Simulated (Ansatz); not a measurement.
An Ansatz (an electronic-structure program) input for wurtzite CdS:

Ansatz 0.2 input:
```yaml
crystal:
  lattice:
    - [4.1963221, 0.0, 0.0]
    - [-2.0981611, 3.6341216, 0.0]
    - [0.0, 0.0, 6.8289602]
  atoms:
    - { symbol: Cd, position: [0.6666667, 0.3333333, 0.4997628] }
    - { symbol: Cd, position: [0.3333333, 0.6666667, -0.0002372] }
    - { symbol: S, position: [0.6666667, 0.3333333, 0.8762372] }
    - { symbol: S, position: [0.3333333, 0.6666667, 0.3762372] }
basis:
  ecutwfc: 420
  ecutrho_ratio: 4
  xc_grid: 2
kpoints:
  mp_grid: { grid: [9, 9, 5] }
  band_path: { path: [VBM, CBM], npoints: 4 }
hamiltonian:
  xc: pbe
  dispersion: none
  pseudopotentials: { kind: paw }
scf:
  n_extra_bands: 9
  occupations: { method: fermi_dirac, width: 0.01 }
output:
  forces: true
  stress: true
  eigenvalues: true
```

All values below come from PBE (plane waves to 420 eV, PAW; Ansatz). Spin–orbit coupling is left out. Its k-point mesh 9×9×5, Fermi–Dirac width 0.01 eV.

Q: What does the end of the output print (band table and long remarks left out, numbers rounded to eight decimals)?

A: 
```
SCF converged after 6 iterations
Free energy (F): -18315.662467 eV
Harris-Foulkes:  -18315.662467 eV  (|F-HF|=3.26e-8)
Internal energy: -18315.662467 eV  (E = F + TS)
E sigma→0 (E₀):  -18315.662467 eV
Fermi energy:    6.804614 eV
--- Per-component energies (eV) ---
  E_band       = -1041.532917
  E_kinetic    = 1221.721070
  E_local      = -8177.320952  (includes V_loc(G=0)·N_el)
  E_nonlocal   = 124.439507
  E_hartree    = 3748.831691
  E_xc         = -546.798010
  E_vxc        = -616.865249  (∫ρ·V_xc dr)
  E_paw        = -9367.861643  (= ΣΔE_a)
  E_vpaw       = -1091.179233  (= ΣTr[D̂ρ^β])
  E_aug_tail   = 0.000030  (compensation charges beyond the density's cutoff)
  E_ewald      = -5318.674161
  E_smearing   = 0.000000  (= −TS)
  E_closure    = 0.000000  (closes the sum)
  Σ components = -18315.662467   (vs F -18315.662467, Δ=0.00e0)
--- Forces (eV/Å), atoms counted from 1 ---
  atom   1  Cd    0.00000000    0.00000000    -0.00284334
  atom   2  Cd     0.00000000     0.00000000    -0.00284334
  atom   3  S     0.00000000    0.00000000     0.00283558
  atom   4  S      0.00000000     0.00000000     0.00283558
  max |Σ_I F_I| component: 1.55e-5 eV/Å
--- Stress (GPa, compression-positive) ---
       -0.003694       0.000000      0.000000
        0.000000      -0.003694       0.000000
       0.000000       0.000000       0.011943
  P = ⅓ Tr σ = 0.0015 GPa (0.015 kbar)
```

Cost: around 27 core-seconds (rough).
